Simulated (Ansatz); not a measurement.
## A self-consistent single point of HfGeTe (P4mm, 6 atoms in the cell) with Ansatz

Method: PBEsol, default PAW files made with PBE (plane waves; Ansatz, a quantum-chemistry and plane-wave program).

This input was run:

Ansatz 0.2 input:
```yaml
crystal:
  lattice:
    - [3.74424900, 0.00000000, 0.00000000]
    - [0.00000000, 3.74424900, 0.00000000]
    - [0.00000000, 0.00000000, 10.17541500]
  atoms:
    - { symbol: Hf, position: [0.00000000, 0.50000000, 0.79650400] }
    - { symbol: Hf, position: [0.50000000, 0.00000000, 0.20841000] }
    - { symbol: Ge, position: [0.00000000, 0.00000000, 0.00000000] }
    - { symbol: Ge, position: [0.50000000, 0.50000000, 0.00000000] }
    - { symbol: Te, position: [0.50000000, 0.00000000, 0.66020000] }
    - { symbol: Te, position: [0.00000000, 0.50000000, 0.33980000] }
basis:
  ecutwfc: 420.0 eV
kpoints:
  mp_grid: { grid: [8, 8, 3] }
hamiltonian:
  xc: pbesol
  pseudopotentials: { kind: paw }
scf:
  occupations: { method: gaussian, width: 0.1 eV }
output:
  forces: true
  eigenvalues: true
  stress: true
```

Output (repeated stretches shortened):

```
WARN ansatz: RAYON_NUM_THREADS=1 ignored (pool sized by the plan → 1); use --threads N
Pseudopotentials: kind: paw
Pseudopotential: Hf, paw, valence charge 26
Pseudopotential: Ge, paw, valence charge 14
Pseudopotential: Te, paw, valence charge 16
Crystal: 6 atoms, lattice volume = 142.653 Å³
Basis set: ecut = 420 eV, 2755 PW (Γ), exchange–correlation on 54×54×144 points (8 copies of the dense FFT grid, shifted against one another)
Bands: 68, of which v1, the nominal top of the filled ones, is band 56 counted from 1 (55 counted from 0)
Symmetry: 8 space group operations
Space group: P4mm (ITA 99), of the structure as read, at distance tolerance 5.2e-5 Å
k-points: 30 of 192 (time reversal used)
PAW frozen core: Hf, regenerated for the run's functional, and the local potential with it
PAW frozen core: Ge, regenerated for the run's functional, and the local potential with it
PAW frozen core: Te, regenerated for the run's functional, and the local potential with it
Initial density: superposition of atomic densities (neutral atoms: chi_scale 0, normalization atom), corrected by the library's trained network
Initial wavefunctions: pseudopotential atomic-orbital guess
Eigensolver: davidson
Functional: x = pbesol(κ = 0.804, μ = 0.12345679012345678), c = pbesol(β = 0.046)
SCF iter   1: F=—  HF=-53510.324585 eV  |F-HF|=—  |Δ(HF+E_count)|=         —  Δρ=3.36e-3  dr2=1.40e-2  ethr=1.77e-3  ⟨swp⟩=5.8  Hψ=6863  notcnv=0  defer=1
all-band conjugate gradients solve this SCF's bands
preconditioner: auto → LDOS
SCF iter   2: F=—  HF=-53510.327188 eV  |F-HF|=—  |Δ(HF+E_count)|=   2.60e-3  Δρ=1.33e-3  dr2=2.62e-3  ethr=1.25e-5  ⟨swp⟩=2.0  Hψ=3995  notcnv=0  defer=7
SCF iter   3: F=—  HF=-53510.325303 eV  |F-HF|=—  |Δ(HF+E_count)|=   1.89e-3  Δρ=5.22e-4  dr2=3.07e-4  ethr=2.34e-6  ⟨swp⟩=2.0  Hψ=3594  notcnv=0  defer=7
SCF iter   4: F=—  HF=-53510.325027 eV  |F-HF|=—  |Δ(HF+E_count)|=   2.76e-4  Δρ=1.40e-4  dr2=3.52e-5  ethr=2.74e-7  ⟨swp⟩=2.0  Hψ=3592  notcnv=0  defer=7
SCF iter   5: F=—  HF=-53510.325032 eV  |F-HF|=—  |Δ(HF+E_count)|=   5.60e-6  Δρ=3.88e-5  dr2=2.99e-6  ethr=3.14e-8  ⟨swp⟩=2.0  Hψ=3548  notcnv=0  defer=7
SCF iter   6: F=—  HF=-53510.325032 eV  |F-HF|=—  |Δ(HF+E_count)|=   3.19e-7  Δρ=1.35e-5  dr2=3.10e-7  ethr=2.67e-9  ⟨swp⟩=2.0  Hψ=3561  notcnv=0  defer=7
SCF iter   7: F=-53510.325032 eV  HF=-53510.325032 eV  |F-HF|=5.74e-9  |Δ(HF+E_count)|=   2.36e-7  Δρ=3.72e-6  dr2=2.47e-8  ethr=8.93e-11  ⟨swp⟩=8.5  Hψ=8571  notcnv=0
SCF 1 converged in 7 iterations: F = -53510.325032 eV  dr2 = 2.47e-8
SCF converged after 7 iterations
Free energy (F): -53510.325032 eV
Harris-Foulkes:  -53510.325032 eV  (|F-HF|=5.74e-9)
Internal energy: -53510.316050 eV  (E = F + TS)
E sigma→0 (E₀):  -53510.320541 eV
Entropy (-TS):   -0.008982 eV (-1.497 meV/atom)
Fermi energy:    13.306658 eV
--- Per-component energies (eV) ---
  E_band       = -833.501959
  E_kinetic    = 1431.949979
  E_local      = -21961.495320  (includes V_loc(G=0)·N_el)
  E_nonlocal   = -2253.164856
  E_hartree    = 10681.007260
  E_xc         = -993.146999
  E_vxc        = -871.511368  (∫ρ·V_xc dr)
  E_paw        = -26739.647281  (= ΣΔE_a)
  E_vpaw       = 1458.699859  (= ΣTr[D̂ρ^β])
  E_aug_tail   = 0.000219  (compensation charges beyond the density's cutoff)
  E_ewald      = -13680.906738
  E_core_change = 5.087686  (= ΣΔE_core)
  E_smearing   = -0.008982  (= −TS)
  E_closure    = -0.000000  (closes the sum)
  Σ components = -53510.325032   (vs F -53510.325032, Δ=0.00e0)
--- Forces (eV/Å), atoms counted from 1 ---
  atom   1  Hf     0.00000000     0.00000000    -0.80207486
  atom   2  Hf    -0.00000000     0.00000000     0.20482941
  atom   3  Ge     0.00000000     0.00000000     0.20718453
  atom   4  Ge    -0.00000000     0.00000000     0.20718453
  atom   5  Te     0.00000000     0.00000000     0.38016850
  atom   6  Te    -0.00000000     0.00000000    -0.19727299
  max |Σ_I F_I| component: 1.91e-5 eV/Å
--- Stress (GPa, compression-positive) ---
       -3.198107       0.000000      -0.000000
        0.000000      -3.198107       0.000000
       -0.000000       0.000000      -1.248470
  P = ⅓ Tr σ = -2.5482 GPa (-25.482 kbar)
  The stress holds the Pulay correction. Without it, at fixed plane waves, as pw.x and ABINIT print it: P = -2.5806 GPa
--- Band table (eV; the first three rows and the last of 30) ---
  k-point 0: bands = ["-49.2055", "-49.1539", "-23.3200", "-23.3137", "-23.2912", "-23.2912", "-23.2843", "-23.2592", "-23.2546", "-23.2345", "-23.2345", "-23.2285", "-17.9148", "-17.8711", "-17.8094", "-17.8094", "-17.7609", "-17.7609", "-11.1601", [...]
  k-point 1: bands = ["-49.2055", "-49.1539", "-23.3200", "-23.3137", "-23.2913", "-23.2913", "-23.2843", "-23.2591", "-23.2546", "-23.2345", "-23.2345", "-23.2285", "-17.9148", "-17.8712", "-17.8094", "-17.8094", "-17.7609", "-17.7609", "-11.1601", [...]
  k-point 2: bands = ["-49.2053", "-49.1536", "-23.3207", "-23.3127", "-23.2915", "-23.2911", "-23.2838", "-23.2598", "-23.2535", "-23.2348", "-23.2344", "-23.2280", "-17.9133", "-17.8697", "-17.8226", "-17.8079", "-17.7741", "-17.7596", "-11.1463", [...]
  k-point 29: bands = ["-49.2017", "-49.1501", "-23.3266", "-23.2983", "-23.2943", "-23.2943", "-23.2783", "-23.2655", "-23.2393", "-23.2375", "-23.2375", "-23.2226", "-17.8921", "-17.8828", "-17.8828", "-17.8494", "-17.8346", "-17.8346", [...]
```

The run converged in 7 iterations.

The starting cell comes from a database of computed structures (which also holds hypothetical and non-ambient phases and stackings), without a prior relaxation at this level. Its lattice was rescaled by up to half a per cent. One atom was moved a little off its site on purpose. Spin-orbit coupling is off. Ansatz's pressure includes its estimate of the finite-basis (Pulay) stress.
